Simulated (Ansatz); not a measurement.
# Effect of Sn → Cd on SnTe

Base system: SnTe in the rock salt structure (space group Fm-3m, No. 225; a = 6.370 Å).

One thing is altered: Cd takes the place of Sn on all its sites, then cell and atoms are relaxed.

The values are results of Ansatz (an electronic-structure program), r2SCAN, PAW, cutoff 500 eV, spin-orbit coupling left out, not measurements. k-mesh 13×13×13 (Γ-centred); smearing 0.05 eV (Fermi–Dirac).

```tsv
quantity	base	changed	shift
volume per atom	32.30 Å³	28.13 Å³	-4.17 Å³
density	6.33 g/cm³	7.08 g/cm³	+0.75 g/cm³
lattice parameter a	6.370 Å	6.083 Å	-0.287 Å
space group	Fm-3m (No. 225)	Fm-3m (No. 225)	–
shortest interatomic distance	3.185 Å	3.041 Å	-0.1435 Å
band gap	0.13 eV	zero	–
```

Final structure:

```xyz
2
Lattice="0.0000 3.0414 3.0414 3.0414 0.0000 3.0414 3.0414 3.0414 0.0000" Properties=species:S:1:pos:R:3 pbc="T T T"
Te     0.0000     0.0000     0.0000
Cd     3.0414     3.0414     3.0414
```

Cost of the whole job for the changed cell (relaxation, final SCF and bands): around 90 core-seconds (rough).

With Te present, leaving out spin-orbit coupling can change the band edges. Whether these cells are dynamically stable was not tested. The final runs are not spin-polarised. This is not the structure that CdTe has at room temperature and ambient pressure. The zero or small gap of SnTe can change with the level of theory.
